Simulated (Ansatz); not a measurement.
**HfTe (model structure, started from the CsCl type, Pm-3m, No. 221, 2 atoms in the cell)**

Calculation: LDA (Ansatz, a first-principles code, PAW).

Run with plane-wave cutoff 520 eV, 16×16×16 k mesh, Fermi–Dirac smearing 0.05 eV, scalar-relativistic PAW data made under PBE.

Cell (relaxed at this level):

Space group Pm-3m (No. 221); a = 3.465 Å, b = 3.465 Å, c = 3.465 Å, α = 90.00°, β = 90.00°, γ = 90.00°

```
atom  site  symmetry       x       y       z
----  ----  --------  ------  ------  ------
Hf      1a      m-3m  0.0000  0.0000  0.0000
Te      1b      m-3m  0.5000  0.5000  0.5000
```

```json
{
  "band_gap": "none",
  "bulk modulus B0": "126 GPa"
}
```

Note: the bulk modulus is −V dP/dV from two relaxed cells at ±2 % in volume; the relaxation could raise the start's symmetry but not lower it, so the cell can be a saddle point.

Spin–orbit coupling is not included; it can open a gap where bands touch, and shift volumes and moduli.

The computed numbers hold no vibrational or temperature effects.

The result took about 110 core-seconds (a rough figure).

A model structure was made by putting elements into a prototype or built by hand; it is no filed structure, need not be a known phase, and can be a saddle point held by its symmetry.
